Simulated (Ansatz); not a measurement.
Short convergence ladders for the (110) slab of SnSe (cut from a parent of space group no. 225; 8 atoms in the cell)

```xyz
8
Lattice="6.0028 0.0000 0.0000 0.0000 4.2446 0.0000 0.0000 0.0000 20.3669" Properties=species:S:1:pos:R:3 pbc="T T T"
Se     0.0000     3.1835     7.0000
Se     3.0014     1.0612     9.1223
Se     0.0000     3.1835    11.2446
Se     3.0014     1.0612    13.3669
Sn     0.0000     1.0612     9.1223
Sn     3.0014     3.1835     7.0000
Sn     0.0000     1.0612    13.3669
Sn     3.0014     3.1835    11.2446
```

Base method: LDA (PW92), default PAW files made with PBE (plane waves; Ansatz, a program for electronic structure).

Base settings: basis.ecutwfc = 420 eV; kpoints.mp_grid.grid = 2 3 1; hamiltonian.xc = lda; hamiltonian.pseudopotentials = {kind: paw} (the program's default PAW files); scf.occupations.method = fermi_dirac; scf.occupations.width = 0.136 eV.

The count of work is k-points × plane waves × bands × iterations; it is no time. Core times come from one kind of shared machine, to one figure; runs under 30 s give none.

**The vacuum**

The mesh stays at the base's, so the ladder's end is converged at best in this setting alone.

Only quantities that move along the ladder and can be compared are tabulated; the gap is left out on so coarse a mesh.

```csv
vacuum between outermost atoms (Å),free energy less the last step's (meV/atom),largest difference of a force vector from the last step's (eV/Å),count of work / last
3.0,-100.18,0.750,0.25
4.0,-31.84,0.249,0.28
5.0,-8.80,0.068,0.31
6.0,-2.30,0.022,0.33
7.0,-0.62,0.008,0.36
8.0,-0.17,0.003,0.39
10.0,-0.02,0.000,0.51
12.0,0.00,0.000,0.50
14.0,-0.01,0.000,0.55
17.0,-0.01,0.000,0.73
20.0,-0.01,0.000,0.82
25.0,0.01,0.000,0.86
30.0,0.00,0.000,1.0
```

Smallest vacuum between outermost atoms (Å) that holds the free energy within 2 meV/atom of the last step, with all finer ones: 7.0, at 0.36 of the last step's count of work; the step before is off by 2.3 meV/atom.

Smallest vacuum between outermost atoms (Å) that holds the forces within 0.01 eV/Å of the last step, with all finer ones: 7.0, at 0.36 of the last step's count of work; the step before is off by 0.022 eV/Å.

**The k-point mesh**

Only quantities that move along the ladder and can be compared are tabulated.

| kpoints.mp_grid.grid | free energy less the last step's (meV/atom) | largest difference of a force vector from the last step's (eV/Å) | count of work / last | core time / last (rough) |
|---|---|---|---|---|
| 1 2 1 | -702.27 | 0.682 | 0.048 | – |
| 2 2 1 | 176.49 | 0.450 | 0.095 | – |
| 2 3 1 | 116.88 | 0.463 | 0.083 | – |
| 3 4 1 | -30.27 | 0.116 | 0.12 | – |
| 4 5 1 | 5.79 | 0.087 | 0.19 | – |
| 4 6 1 | 6.46 | 0.080 | 0.25 | – |
| 5 7 1 | -0.38 | 0.031 | 0.25 | – |
| 6 8 1 | -0.04 | 0.020 | 0.42 | 0.4 |
| 7 9 1 | 0.26 | 0.012 | 0.42 | 0.4 |
| 8 11 1 | -0.12 | 0.004 | 0.62 | 0.6 |
| 9 13 1 | 0.15 | 0.002 | 0.73 | 0.7 |
| 10 15 1 | 0.00 | 0.000 | 1.0 | 1 |

Coarsest kpoints.mp_grid.grid that holds the forces within 0.01 eV/Å of the last step, with all finer ones: 8 11 1; the step before is off by 0.012 eV/Å.

Coarsest kpoints.mp_grid.grid that holds the free energy within 0.5 meV/atom of the last step, with all finer ones: 5 7 1, at 0.25 of the last step's count of work; the step before is off by 6.5 meV/atom.

Two neighbours can agree and both be off: 4 5 1 and 4 6 1 differ by 0.67 meV/atom in the free energy, yet lie about 6.5 meV/atom from the last step.

**The plane-wave cutoff**

The mesh stays at the base's, so the ladder's end is converged at best in this setting alone.

Only quantities that move along the ladder and can be compared are tabulated; the gap is left out on so coarse a mesh.

| basis.ecutwfc | free energy less the last step's (meV/atom) | largest difference of a force vector from the last step's (eV/Å) | count of work / last |
|---|---|---|---|
| 210 eV | 2594.11 | 0.163 | 0.16 |
| 250 eV | 429.10 | 0.006 | 0.19 |
| 295 eV | 37.99 | 0.008 | 0.21 |
| 355 eV | 2.35 | 0.001 | 0.27 |
| 420 eV | 1.14 | 0.000 | 0.35 |
| 505 eV | 0.37 | 0.000 | 0.46 |
| 630 eV | 0.10 | 0.000 | 0.65 |
| 840 eV | 0.00 | 0.000 | 1.0 |

Coarsest basis.ecutwfc that holds the forces within 0.01 eV/Å of the last step, with all finer ones: 250 eV, at 0.19 of the last step's count of work; the step before is off by 0.16 eV/Å.

Coarsest basis.ecutwfc that holds the free energy within 2 meV/atom of the last step, with all finer ones: 420 eV, at 0.35 of the last step's count of work; the step before is off by 2.3 meV/atom.

On the base run: the starting cell comes from a database of computed structures (which also holds hypothetical and non-ambient phases and stackings), without a prior relaxation at this level. The slab is cut from that crystal, and its faces are unrelaxed. Its lattice was rescaled by up to half a per cent. Spin polarisation is off, though cut faces can carry moments; a gap of a slab can lie between surface states. In the base run, forces exceed 1 eV/Å.

Keys are those of Ansatz 0.2.
